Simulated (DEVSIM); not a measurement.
System: GaAs p-i-n diode, at 300 K.

| layer (left to right) | material | thickness (μm) | Nd (cm⁻³) | Na (cm⁻³) | τn (s) | τp (s) |
|---|---|---|---|---|---|---|
| 1 | GaAs | 0.460 | - | 6.3e17 | 1.6e-8 | 1.6e-8 |
| 2 | GaAs | 44.0 | 2.6e12 | - | 1.6e-8 | 1.6e-8 |
| 3 | GaAs | 0.330 | 1.6e17 | - | 1.6e-8 | 1.6e-8 |

Left contact: ohmic. Right contact: ohmic. Voltage is applied to the left contact. Recombination: SRH at mid-gap, Auger. Mobility is μmin + (μ − μmin)/(1 + (N/Nref)^α).

This is a model device: material constants are rounded textbook-type values typed into the input, and sizes, dopings and lifetimes were drawn at random. Values at 300 K.

```tsv
parameter	GaAs
gap (eV)	1.424
affinity (eV)	4.07
permittivity	12.9
Nc (cm⁻³)	4.7e17
Nv (cm⁻³)	9e18
μn (cm²/Vs)	8500
μp (cm²/Vs)	400
μn,min	500
μp,min	20
Nref,n	6e16
Nref,p	1.5e17
αn	0.39
αp	0.38
Cn (cm⁶/s)	1e-30
Cp (cm⁶/s)	1e-30
```

Model (solved in DEVSIM): 1D drift-diffusion, Boltzmann statistics, complete ionisation; no tunnelling, impact ionisation, image-force lowering or self-heating.

### Question
Tabulate band edges, carrier densities and field at 1.05 V on the left contact.

### Answer
Energies count from the Fermi level of the right contact; mesh points crowd at the junctions.

| x (μm) | Ec (eV) | Ev (eV) | n (cm⁻³) | p (cm⁻³) | field (V/cm) |
|---|---|---|---|---|---|
| 0.000 | 0.305 | -1.119 | < 1e2 | 6.3e17 | ≈ 0 |
| 0.04008 | 0.305 | -1.119 | 1.5e9 | 6.3e17 | ≈ 0 |
| 0.1398 | 0.305 | -1.119 | 5.4e9 | 6.3e17 | ≈ 0 |
| 0.3270 | 0.305 | -1.119 | 1.3e10 | 6.3e17 | ≈ 0 |
| 0.4389 | 0.305 | -1.119 | 1.7e10 | 6.1e17 | -1200 |
| 0.4707 | 0.247 | -1.177 | 1.7e11 | 6.6e16 | -22000 |
| 0.5321 | 0.181 | -1.243 | 2.1e12 | 5.2e15 | -6000 |
| 0.8051 | 0.112 | -1.312 | 3.1e13 | 3.6e14 | -1100 |
| 1.459 | 0.085 | -1.339 | 8.7e13 | 1.1e14 | -90 |
| 3.158 | 0.087 | -1.337 | 8.2e13 | 7.9e13 | 32 |
| 7.981 | 0.104 | -1.320 | 4.5e13 | 4.3e13 | 36 |
| 27.24 | 0.198 | -1.226 | 6.2e12 | 3.8e12 | 68 |
| 38.26 | 0.273 | -1.151 | 5.2e12 | 1.7e12 | 47 |
| 42.24 | 0.270 | -1.153 | 1.2e13 | 9.3e11 | -120 |
| 43.90 | 0.215 | -1.209 | 1.1e14 | 1.0e11 | -830 |
| 44.27 | 0.164 | -1.260 | 8.3e14 | 1.4e10 | -2400 |
| 44.41 | 0.112 | -1.312 | 6.2e15 | 1.9e9 | -6700 |
| 44.46 | 0.060 | -1.364 | 4.6e16 | 2.5e8 | -18000 |
| 44.51 | 0.028 | -1.396 | 1.6e17 | 6.4e7 | -290 |
| 44.62 | 0.028 | -1.396 | 1.6e17 | 3.9e7 | ≈ 0 |
| 44.73 | 0.028 | -1.396 | 1.6e17 | 1.3e7 | ≈ 0 |
| 44.79 | 0.028 | -1.396 | 1.6e17 | < 1e2 | ≈ 0 |
